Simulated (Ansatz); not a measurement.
The starting structures come from a database of crystals and need not be the phases stable at ambient conditions.

By LDA, the system below comes out a metal.

A figure of merit of an interconnect metal is its ballistic conductance per area.

Consider the following.

```
NbSi2
1.0
    4.80586     0.00000     0.00000
   -2.40293     4.16200     0.00000
    0.00000     0.00000     6.58816
Nb Si
3 6
Direct
  0.50000   0.00000   0.66667
  0.50000   0.50000   0.33333
  0.00000   0.50000   0.00000
  0.15808   0.84192   0.33333
  0.31616   0.15808   0.00000
  0.15808   0.31616   0.66667
  0.84192   0.15808   0.33333
  0.68384   0.84192   0.00000
  0.84192   0.68384   0.66667
```

Space group of this cell: P6_422. The cell is taken as given; by LDA its mean pressure is -5.9 GPa.

The current flows along the normal of the first two printed cell vectors, the (001) plane of the conventional cell. No spin-orbit coupling; the value is a mean over 0.1 eV about the Fermi level.

Task: Give the ballistic conductance per area that Ansatz (a program for electronic structure) with LDA yields.

Result: 0.36 × 10¹⁵ S/m² for both spins.
